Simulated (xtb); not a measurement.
xtb 6.7.1, GFN2-xTB: Ni(OMe)(acac)(OH2)2 (C[O][Ni]1(<-[OH2])(<-[OH2])[O]C(C)=CC(C)=[O]->1), charge 0, multiplicity 3, 26 atoms. The geometry is a generated start, not checked to be a minimum at this level.

| Quantity | Result |
|---|---|
| method | GFN2-xTB |
| --acc | 1 (default) |
| --etemp (K) | 300 (default) |
| detailed input (--input) | none: ANC optimiser, Lindh (1995) Hessian, microcycle=20, maxdispl=1.0, hlow=0.01 (default) |
| basis functions | 68 |
| valence electrons | 78 |

```xyz
26

Ni    -0.7552     0.6303    -0.3477
O     -1.0427     1.3478    -2.0577
C     -2.2151     1.5267    -2.7354
H     -2.9741     2.0590    -2.1378
H     -2.0165     2.1335    -3.6377
H     -2.6499     0.5713    -3.0681
C      0.3384    -3.4243     0.4475
C      0.4532    -1.9134     0.4660
C      1.6821    -1.3582     0.8317
C      1.9391     0.0201     0.8272
C      3.3138     0.4841     1.2648
O      1.1207     0.9144     0.5002
O     -0.5825    -1.2690     0.1523
H      1.0845    -3.8906     1.0834
H     -0.6594    -3.7219     0.7628
H      0.4825    -3.7682    -0.5762
H      2.4770    -2.0271     1.1171
H      3.2076     1.1691     2.1044
H      3.9487    -0.3467     1.5529
H      3.7792     1.0323     0.4480
O     -1.0282     2.7955     0.4834
H     -1.1586     3.1062    -0.4231
H     -0.0862     2.8935     0.6667
O     -2.9055     0.4935     0.4128
H     -2.8353     0.9883     1.2371
H     -2.9176    -0.4463     0.6257
```

Charge 0 and multiplicity 3 are set for this test and not shown to be the ground state. GFN-xTB has no spin term: --uhf 2 sets the occupations alone.

The structure is relaxed from this start with --opt LEVEL for the levels crude, sloppy, loose, lax, normal, tight, vtight, extreme, once each. Up to the end of the extreme run atoms move by at most 1.0 Å along an axis.

Problem. What is the loosest level that ends within 20 meV of the extreme run, and how many cycles does it take?

Solution. lax: 20 cycles against 108, ending 16 meV above.

| level | cycles | energy above the extreme run (meV) | gradient norm (eV/Å) |
|---|---|---|---|
| crude | 1 | 32 | 0.15 |
| sloppy | 1 | 32 | 0.15 |
| loose | 1 | 32 | 0.15 |
| lax | 20 | 16 | 0.072 |
| normal | 65 | 1.0 | 0.048 |
| tight | 83 | 0.080 | 0.0067 |
| vtight | 89 | 0.038 | 0.0067 |
| extreme | 108 | — | 0.0022 |
